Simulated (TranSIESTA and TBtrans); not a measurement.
# In chain with one bond stretched by 1.5 Å

System: In chain with one bond stretched by 1.5 Å. Leads: straight In chain, spacing 2.9 Å. Geometry: as built, not relaxed.

Method: TranSIESTA and TBtrans, PBE, DZP numerical orbitals (energy shift 0.15 eV), PseudoDojo norm-conserving scalar-relativistic potentials, mesh cutoff 200 Ry, 300 K, no spin polarisation, no spin-orbit coupling; self-consistent non-equilibrium Green functions.

| Item | Value |
|---|---|
| Conductance at 300 K (G0 = 2e²/h) | 0.99 |
| Thermopower (μV/K) | -4.3 |
| Mean T from −0.5 to 0.5 eV | 0.67 |

Energies count from the leads' Fermi level. Transmissions are for one spin of a degenerate pair. The energy step is 0.01 eV; narrower resonances are cut or missed.

| E (eV) | T | lead channels |
|---|---|---|
| -2.00 | 0.15 | 1 |
| -1.80 | 0.094 | 1 |
| -1.60 | 0 | 0 |
| -1.40 | 0 | 0 |
| -1.20 | 0.28 | 1 |
| -1.00 | 0.34 | 1 |
| -0.80 | 0.36 | 1 |
| -0.60 | 0.38 | 1 |
| -0.40 | 0.40 | 1 |
| -0.20 | 0.41 | 1 |
| 0.00 | 1.03 | 3 |
| 0.20 | 0.80 | 3 |
| 0.40 | 0.70 | 3 |
| 0.60 | 0.70 | 3 |
| 0.80 | 0.73 | 3 |
| 1.00 | 0.79 | 3 |
| 1.20 | 0.84 | 3 |
| 1.40 | 0.88 | 3 |
| 1.60 | 0.90 | 3 |
| 1.80 | 0.91 | 3 |
| 2.00 | 0.90 | 3 |

The straight chain is held at its spacing; free chains may zigzag or dimerise. No spin-polarised start was tried, so a magnetic state, if there is one, is missed.
